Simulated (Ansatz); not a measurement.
Input:

```xyz
5
Lattice="3.9893 0.0000 0.0000 0.0000 3.9893 0.0000 0.0000 0.0000 3.9893" Properties=species:S:1:pos:R:3 pbc="T T T"
K      0.0000     0.0000     0.0000
Ta     1.9946     1.9946     1.9946
O      0.0000     1.9946     1.9946
O      1.9946     1.9946     0.0000
O      1.9946     0.0000     1.9946
```

No spin polarisation.

Hole doping at 1.0×10^22 cm⁻³ (0.635 per cell), with a uniform compensating background at fixed cell and a 300 K Fermi–Dirac width.

Method: DFT with r2SCAN, PAW potentials and a 500 eV plane-wave cutoff in Ansatz (a first-principles code), without spin-orbit coupling, earlier PAW set. Γ-centred 12×12×12 mesh, Fermi–Dirac width 0.0259 eV.

Predict the Fermi level from band edge and gap character.


- Fermi level relative to the doped band's edge (positive inside the band; to 0.05 eV) = +0.25 eV
- Gap character = indirect, R → Γ

Carriers are added with a uniform compensating background; total energy and stress of such cells depend on the potential's zero and are not compared; many-body gap narrowing is missing at this level. With Ta present, leaving out spin-orbit coupling can change the band edges. Whether these cells are dynamically stable was not tested. The cell was made from KTaO₃ in the cubic perovskite structure (space group Pm-3m, No. 221) by this change: holes 1.0×10^22 cm⁻³.
